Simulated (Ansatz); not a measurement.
## K2SnBr6 (space group Fm-3m, No. 225; a cell from a computed database, its experimental status unchecked)

```cif
data_Br24K8Sn4
_chemical_formula_sum 'K8 Sn4 Br24'
_space_group_name_H-M_alt 'Fm-3m'
_space_group_IT_number 225
_space_group_name_Hall '-F 4 2 3'
_cell_length_a 10.52797
_cell_length_b 10.52797
_cell_length_c 10.52797
_cell_angle_alpha 90.000
_cell_angle_beta 90.000
_cell_angle_gamma 90.000
loop_
_atom_site_label
_atom_site_type_symbol
_atom_site_symmetry_multiplicity
_atom_site_Wyckoff_symbol
_atom_site_fract_x
_atom_site_fract_y
_atom_site_fract_z
_atom_site_occupancy
K1 K 8 c 0.25000 0.25000 0.25000 1
Sn1 Sn 4 a 0.00000 0.00000 0.00000 1
Br1 Br 24 e 0.00000 0.00000 0.24802 1
```
(The calculation used a cell of 9 atoms; values per cell refer to that cell.)

Computed with PBEsol (Ansatz, a first-principles code, PAW, no spin-orbit coupling), earlier PAW set. k-mesh 6×6×6 (Γ-centred); smearing 0.05 eV (Fermi–Dirac).

| Quantity | Result |
|---|---|
| Volume per atom | 32.41 Å³ |
| Density | 3.85 g/cm³ |
| Band gap | 1.04 eV, direct at Γ |
| Electron mass | 0.28 mₑ |
| Lowest conduction-band minima above the VBM | Γ 1.04 eV |
| Total energy | -2823.483 eV/atom (σ→0; compares only within this code and set-up) |

Effective masses come from finite differences of ±0.01 Å⁻¹. Whether these cells are dynamically stable was not tested.
